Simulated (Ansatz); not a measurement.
LiSiN (model structure, started from the NaSnP type, P6₃mc, No. 186, 6 atoms in the cell) was calculated with PBE0 (PAW; Ansatz, a first-principles code).

Settings: plane-wave cutoff 460 eV, 9×9×4 k mesh (along the axes of the cell as run), Fermi–Dirac smearing 0.01 eV, scalar-relativistic PAW data made under PBE.

Cell (relaxed with PBEsol):

```cif
data_Li2N2Si2
_chemical_formula_sum 'Li2 Si2 N2'
_space_group_name_H-M_alt 'P 1'
_space_group_IT_number 1
_cell_length_a 2.81583
_cell_length_b 2.81583
_cell_length_c 9.22849
_cell_angle_alpha 90.000
_cell_angle_beta 90.000
_cell_angle_gamma 120.000
loop_
_space_group_symop_operation_xyz
  'x, y, z'
loop_
_atom_site_label
_atom_site_type_symbol
_atom_site_fract_x
_atom_site_fract_y
_atom_site_fract_z
_atom_site_occupancy
Li1 Li 0.33333 0.66667 0.26993 1
Li2 Li 0.66667 0.33333 0.76993 1
Si1 Si 0.00000 0.00000 0.01455 1
Si2 Si 0.00000 0.00000 0.51455 1
N1 N 0.33333 0.66667 0.60633 1
N2 N 0.66667 0.33333 0.10633 1
```

Problem. What does this level give for the band gap, smallest direct gap on the k points sampled and direct gap at Γ?

Solution. 
- band gap: 2.26 eV (indirect)
- smallest direct gap on the k points sampled: 2.50 eV
- direct gap at Γ: 7.11 eV

Note: the relaxation could raise the start's symmetry but not lower it, so the cell can be a saddle point; cell and atoms aren't relaxed at this level (largest force component 0.42 eV/Å, pressure -0.8 GPa).

Static lattice: no zero-point or thermal effects.

A model structure was made by putting elements into a prototype or built by hand; it is no filed structure, need not be a known phase, and can be a saddle point held by its symmetry.
